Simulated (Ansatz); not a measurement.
Cells marked so need not be the phases stable at ambient conditions, and some may be hypothetical.

The gap is the functional's own, uncorrected, and κ follows it; spin-orbit coupling is left out. Mid-gap values are interpolated between the computed energies.

A. SbIrS (P2_13, not sure to be the ambient phase, 12 atoms a cell, 18.7 Å³ an atom, -3 GPa at this level), along the normal of (111)
B. Sr3MgTa2O9 (P-3m1, not sure to be the ambient phase, 15 atoms a cell, 13.3 Å³ an atom, -7 GPa at this level), along the normal of (111)
C. SrPdF4 (I4/mcm, not sure to be the ambient phase, 12 atoms a cell, 15.1 Å³ an atom), along the normal of (100)

Task: Put the candidates in order of mid-gap decay constant of the slowest evanescent state, lowest first, for PBEsol run with Ansatz (an electronic-structure program).

Result: A (0.19 1/Å), B (0.31 1/Å), C (0.55 1/Å)
